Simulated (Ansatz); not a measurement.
## Response to strain in InAs

Base system: InAs in the zinc blende structure (space group F-43m, No. 216; a = 6.110 Å).

Strains are applied to the cell and any free atomic positions relax.

All numbers come from r2SCAN/PAW in Ansatz (a program for electronic structure), without spin-orbit coupling.

Notes on the quantities. energy relative to the base: free energy F.

```
change                    pressure  band gap  energy relative to the base  width of the top valence band  shortest interatomic distance
------------------------  --------  --------  ---------------------------  -----------------------------  -----------------------------
base                      0.00 GPa   0.08 eV                   0 meV/atom                        2.80 eV                     4.999 bohr
isotropic strain −3.00 %         …   0.58 eV                 +46 meV/atom                              …                     4.849 bohr
isotropic strain −2.50 %  5.19 GPa   0.50 eV                 +31 meV/atom                        3.14 eV                     4.874 bohr
isotropic strain −2.00 %  3.99 GPa   0.41 eV                 +20 meV/atom                        3.07 eV                     4.899 bohr
isotropic strain −1.50 %  2.88 GPa   0.33 eV                 +11 meV/atom                        3.00 eV                     4.924 bohr
isotropic strain −1.00 %  1.84 GPa   0.25 eV                +4.7 meV/atom                        2.93 eV                     4.949 bohr
isotropic strain −0.50 %  0.88 GPa   0.16 eV                +1.1 meV/atom                        2.86 eV                     4.974 bohr
```

Question: Some entries are withheld; estimate them.

Answer: 
- isotropic strain −3.00 %, pressure: 6.48 GPa
- isotropic strain −3.00 %, width of the top valence band: 3.21 eV

No phonon test of stability was made. The zero or small gap of InAs can change with the level of theory.
